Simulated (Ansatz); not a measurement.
The reference is Cs$_{2}$AgBiBr$_{6}$ (space group Fm-3m, No. 225; a = 10.9963 Å). Axes: x, y, z lie along the cube axes.

Method: Ansatz (a quantum-chemistry and plane-wave program), LDA, PAW, cutoff 420 eV, spin-orbit coupling left out.

For the base:

- Band gap = 0.94 eV
- Pressure = -0.01 GPa
- Hole mass = 0.15 mₑ along k, 0.62 mₑ across (at X)

Modification: the cell is stretched by 3.00 % along z with no lateral relaxation; the atoms relax in the strained cell.

Question: Predict the new band gap, pressure and hole mass.

Answer: The band gap shrinks by 0.03 eV, from 0.94 eV to 0.91 eV; the pressure (mean of the normal stresses, compression positive) decreases by 0.835 GPa, from -0.01 GPa to -0.84 GPa; the hole mass changes from 0.15 mₑ along k, 0.62 mₑ across (at X) to 0.16 mₑ along x, 0.37 mₑ along y, 1.2 mₑ along z (at X).

With Bi present, leaving out spin-orbit coupling can change the band edges. Effective masses come from finite differences of ±0.01 Å⁻¹. Along k means along the line from Γ to the band edge. Stability against distortions was not tested.
